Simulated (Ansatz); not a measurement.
Defect migration in wurtzite AlN strained by -1.5 % along x and y, z held: N vacancy, charge state +1. Method: PBE, PAW (plane waves to 420 eV; Ansatz, a program for electronic structure).

Cell of 72 host sites held at the strained lattice (strain from the relaxed PBE one, atoms relaxed); a 2×2×2 k-point mesh shifted by half a step along c; Fermi-Dirac width 0.01 eV, spin-restricted; finite-size errors left in. Energies are static. The charge state is imposed; whether it is stable for some Fermi level was not computed. Forms of the defect that were not tried may lie lower.

A. a nearby N atom hops onto the vacant site; the atom moves 3.06 Å along (-0.99, 0.00, 0.00) of the unit cell; the moving atom starts with neighbours Al at 1.87, Al at 1.88, 2 Al at 1.90 Å and ends with Al at 1.87, Al at 1.88, 2 Al at 1.90 Å; saddle order not checked, on a symmetry element.
B. a nearby N atom hops onto the vacant site; the atom moves 4.36 Å along (-0.67, -1.33, -0.50) of the unit cell; the moving atom starts with neighbours 3 Al at 1.88, Al at 1.89 Å and ends with 3 Al at 1.88, Al at 1.90 Å; saddle order not checked, on a symmetry element.
C. a nearby N atom hops onto the vacant site; the atom moves 3.05 Å along (0.33, -0.33, -0.49) of the unit cell; the moving atom starts with neighbours 2 Al at 1.88, 2 Al at 1.90 Å and ends with Al at 1.85, 2 Al at 1.88, Al at 1.92 Å; saddle order not checked, on a symmetry element.

A band can be held on a symmetry element, so unchecked saddle points there may be too high.

Q: Rank these by forward barrier (lowest first), as PBE, PAW gives it.

A: A (4.37 eV), C (4.53 eV), B (8.80 eV)
